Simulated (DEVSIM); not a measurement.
Structure: Schottky contact on n-type GaSb, at 400 K.

| layer (left to right) | material | thickness (μm) | Nd (cm⁻³) | τn (s) | τp (s) |
|---|---|---|---|---|---|
| 1 | GaSb | 4.80 | 3.8e16 | 3.2e-8 | 3.2e-8 |

Left contact: Schottky, work function 4.54 eV, emission velocity 3.5e6 cm/s. Right contact: ohmic. Voltage is applied to the left contact. Recombination: SRH at mid-gap, radiative, Auger. Mobility is μmin + (μ − μmin)/(1 + (N/Nref)^α).

This is a model device: material constants are rounded textbook-type values typed into the input, and sizes, dopings and lifetimes were drawn at random. Values at 300 K; Nc and Nv go as T^1.5, mobilities as T to minus their exponent, the gap by Varshni's rule with the affinity fixed.

| parameter | GaSb |
|---|---|
| gap (eV) | 0.726 |
| affinity (eV) | 4.06 |
| permittivity | 15.7 |
| Nc (cm⁻³) | 2.1e17 |
| Nv (cm⁻³) | 1.8e19 |
| μn (cm²/Vs) | 5000 |
| μp (cm²/Vs) | 850 |
| μn,min | 1000 |
| μp,min | 190 |
| Nref,n | 2.8e17 |
| Nref,p | 9e17 |
| αn | 1.05 |
| αp | 0.65 |
| T exponent of μn | 2 |
| T exponent of μp | 1.7 |
| B (cm³/s) | 1e-10 |
| Cn (cm⁶/s) | 5e-30 |
| Cp (cm⁶/s) | 5e-30 |
| Varshni α (eV/K) | 0.00042 |
| Varshni β (K) | 140 |

Simulated with DEVSIM: 1D drift-diffusion, Boltzmann statistics, complete ionisation; no tunnelling, impact ionisation, image-force lowering or self-heating. Metal contacts follow the ideal Schottky-Mott rule: no Fermi-level pinning, no interface dipoles.

Base results: dark forward voltage at 1 A/cm² (V) 0.069; dark forward voltage at 100 A/cm² (V) 0.226; largest field in the device at zero bias (V/cm) 61000; potential step across the device at zero bias (V) 0.406.

Q: What follows from this one change: temperature 400 → 300 K?

A: dark forward voltage at 1 A/cm² 0.069 → 0.179 V; dark forward voltage at 100 A/cm² 0.226 → 0.300 V; largest field in the device at zero bias little changed (60000 V/cm); potential step across the device at zero bias 0.406 → 0.436 V.

Q: What follows from this one change: thickness of layer 1 4.8 → 14 μm?

A: dark forward voltage at 1 A/cm² little changed (0.070 V); dark forward voltage at 100 A/cm² 0.226 → 0.232 V; largest field in the device at zero bias little changed (61000 V/cm); potential step across the device at zero bias little changed (0.406 V).

Q: What follows from this one change: doping Nd of layer 1 3.8e+16 → 1.1e+16 cm^-3?

A: dark forward voltage at 1 A/cm² little changed (0.068 V); dark forward voltage at 100 A/cm² 0.226 → 0.231 V; largest field in the device at zero bias 61000 → 37000 V/cm; potential step across the device at zero bias 0.406 → 0.363 V.
